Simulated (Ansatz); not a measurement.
Lu$_{3}$SnC (Pm-3m), Ansatz (a quantum-chemistry and plane-wave program) with PBEsol, DFPT electron-phonon coupling, linearised Boltzmann equation. Phonon-limited resistivity 25.8 μΩ·cm at 300 K, 35.4 μΩ·cm at 400 K, current-weighted mean free path 8.2 nm, Drude plasma energy 3.41 eV.

### Question
What temperature coefficient of resistance follows, and how does it compare with 1/T?

### Answer
(ρ₄₀₀ − ρ₃₀₀)/(100 K × ρ₃₀₀) = 3.72×10⁻³ K⁻¹, against 1/T = 3.33×10⁻³ K⁻¹ for a resistivity proportional to T. It lies higher because phonons are still being populated at 300 K; impurities would add a constant and lower it.

### Question
Estimate the electronic thermal conductivity at 300 K by the Wiedemann-Franz law (L₀ = 2.44×10⁻⁸ W·Ω/K²).

### Answer
L₀T/ρ = 2.44×10⁻⁸ × 300/(25.8×10⁻⁸) = 28.4 W/(m·K). Inelastic scattering puts the true Lorenz number somewhat under L₀ near and below the Debye temperature.

### Question
What is the classical skin depth at 1 GHz (nonmagnetic, μ₀ = 1.257×10⁻⁶ H/m)?

### Answer
δ = √(ρ/(π f μ₀)) = 8080 nm.

A metal at this level (no band gap). Only scattering by harmonic phonons is included (no impurities, grain boundaries, electron-electron scattering or thermal expansion). Spin-orbit coupling is left out, which matters with elements this heavy. Halving the electron mesh (20x20x20) moves the resistivity by up to 1 % at 300 K, the mean free path by up to 2 %. Smearing 0.20 eV; phonons on a 3x3x3 q mesh, which this run doesn't test.

Computed structure with no diffraction record at hand here (it may be known, metastable or hypothetical): Lu3SnC (Pm-3m).
